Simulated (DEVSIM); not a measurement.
System: GaP p-n junction from an implanted or diffused profile, at 300 K.

```
layer (left to right)  material  thickness (μm)  Nd (cm⁻³)  τn (s)  τp (s)
---------------------  --------  --------------  ---------  ------  ------
1                           GaP            41.0     6.5e16  3.9e-7  3.9e-7
```

Added acceptor profile: 2.2e18 cm⁻³ × exp(−(x − 0.083 μm)²/(2·(0.22 μm)²)). Left contact: ohmic. Right contact: ohmic. Voltage is applied to the left contact. Recombination: SRH at mid-gap, radiative, Auger. Mobility is μmin + (μ − μmin)/(1 + (N/Nref)^α).

The device is made up for the run: typed textbook-type constants, with dimensions and the other settings drawn at random. Values at 300 K.

```
parameter         GaP
-------------  ------
gap (eV)         2.26
affinity (eV)     3.8
permittivity     11.1
Nc (cm⁻³)      1.8e19
Nv (cm⁻³)      1.9e19
μn (cm²/Vs)       250
μp (cm²/Vs)       150
μn,min             10
μp,min             10
Nref,n         4.4e18
Nref,p           1e18
αn                0.8
αp               0.85
B (cm³/s)       1e-13
Cn (cm⁶/s)      1e-30
Cp (cm⁶/s)      1e-30
```

DEVSIM, 1D drift-diffusion, Boltzmann statistics, complete ionisation; no tunnelling, impact ionisation, image-force lowering or self-heating.

Tabulate band edges, carrier densities and field at 2.05 V on the left contact.

Energies count from the Fermi level of the right contact; mesh points crowd at the junctions.

```
x (μm)   Ec (eV)  Ev (eV)  n (cm⁻³)  p (cm⁻³)  field (V/cm)
-------  -------  -------  --------  --------  ------------
0.000      0.152   -2.108     < 1e2    2.0e18           440
0.02413    0.153   -2.107    1.6e14    2.1e18           330
0.05949    0.153   -2.107    3.9e14    2.1e18           130
0.1145     0.153   -2.107    7.6e14    2.1e18          -170
0.2268     0.148   -2.112    1.8e15    1.7e18          -790
0.3565     0.133   -2.127    4.3e15    9.5e17         -1500
0.5274     0.097   -2.163    1.9e16    2.4e17         -2600
0.7606     0.056   -2.204    9.5e16    4.9e16          -470
0.9366     0.054   -2.206    1.1e17    4.3e16           -21
1.111      0.054   -2.206    1.1e17    4.2e16            15
1.458      0.054   -2.206    1.1e17    4.1e16            17
2.728      0.056   -2.204    1.0e17    3.9e16            17
5.230      0.061   -2.199    9.9e16    3.4e16            18
11.11      0.072   -2.188    9.0e16    2.5e16            20
27.92      0.110   -2.151    7.5e16    9.6e15            25
35.23      0.129   -2.131    7.0e16    4.9e15            27
38.46      0.138   -2.122    6.7e16    2.5e15            29
39.93      0.142   -2.118    6.6e16    1.1e15            30
40.66      0.144   -2.116    6.5e16    3.7e14            31
40.86      0.145   -2.115    6.5e16    1.5e14            31
40.95      0.145   -2.115    6.5e16    5.2e13            31
41.00      0.145   -2.115    6.5e16     < 1e2            31
```
